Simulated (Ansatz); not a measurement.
Take HfO$_{2}$ (space group Pca2_1, No. 29; a = 5.2467 Å, b = 5.0304 Å, c = 5.0595 Å) as the base.

Computed with Ansatz (an electronic-structure program) r2SCAN, spin-orbit coupling left out.

Base values:

- Volume per atom: 11.13 Å³
- Band gap: 4.97 eV
- Width of the top valence band: 0.83 eV

Now apply this change: hydrostatic tension (pressure −1 GPa).

Problem. What does the calculation give for the volume per atom, band gap and width of the top valence band after the change?

Solution. The volume per atom increases by 0.05 Å³, from 11.13 Å³ to 11.18 Å³; the band gap decreases by 0.01 eV (4.97 eV → 4.96 eV); the width of the top valence band is still 0.83 eV.

Spin-orbit coupling, missing from the scalar runs, can matter with Hf. Load acts through the strain it causes; cell and atoms are relaxed under it. Stability against distortions was not tested. This is not the structure that HfO2 has at room temperature and ambient pressure.
